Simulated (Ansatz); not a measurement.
**Hypothetical R3m AlZnInO4: pressure series**

Consider AlZnInO4 (space group R3m, No. 160; a = 3.256 Å, c = 25.617 Å (hexagonal axes); a hypothetical phase, not in the database extracts checked).

Cell and atoms are relaxed at each pressure.

Computed with Kohn–Sham DFT with the PBEsol functional, run in Ansatz (an electronic-structure program) with PAW and 420 eV plane waves, no spin-orbit coupling.

```
variant           shortest interatomic distance     density  band gap
----------------  -----------------------------  ----------  --------
base                                    1.880 Å  5.74 g/cm³   1.80 eV
pressure 0.7 GPa                        1.877 Å  5.77 g/cm³   1.82 eV
pressure 1.5 GPa                        1.875 Å  5.79 g/cm³   1.83 eV
pressure 3 GPa                              [?]         [?]       [?]
```

Problem. Some entries are withheld; estimate them.

Solution. 
- pressure 3 GPa, shortest interatomic distance: 1.869 Å
- pressure 3 GPa, density: 5.84 g/cm³
- pressure 3 GPa, band gap: 1.86 eV

Load acts through the strain it causes; cell and atoms are relaxed under it. Whether these cells are dynamically stable was not tested.
